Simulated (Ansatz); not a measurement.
SnS2 (P6₃mc, No. 186; cell taken from a computed entry), treated with PBEsol (Ansatz, a first-principles code, plane waves, PAW).

Run with plane-wave cutoff 500 eV, 12×12×4 k mesh (along the axes of the cell as run), gaussian smearing 0.02 eV, scalar-relativistic PAW data made under PBE.

Cell (relaxed at this level):

```
SnS2
1.0
    3.65089     0.00000     0.00000
   -1.82545     3.16177     0.00000
    0.00000     0.00000    12.16776
Sn S
2 4
Cartesian
  0.00000   2.10784   7.60508
  1.82545   1.05392   1.52120
  1.82545   1.05392   9.07844
  0.00000   2.10784   2.99456
  0.00000   0.00000   0.04715
  0.00000   0.00000   6.13103
```

### Question
Estimate the band gap that the calculation returns.

### Answer

band gap: 1.28 eV (on the SCF k mesh)

Note: the relaxation could not lower the start's symmetry, so the cell can be a saddle point above a distorted one; the cell has widely spaced layers and the level no dispersion term, so their spacing and the moduli can rest on weak binding.

Spin–orbit coupling is not included.

Static lattice: no zero-point or thermal effects.

It cost about 5 core-minutes (a rough figure) of CPU time.
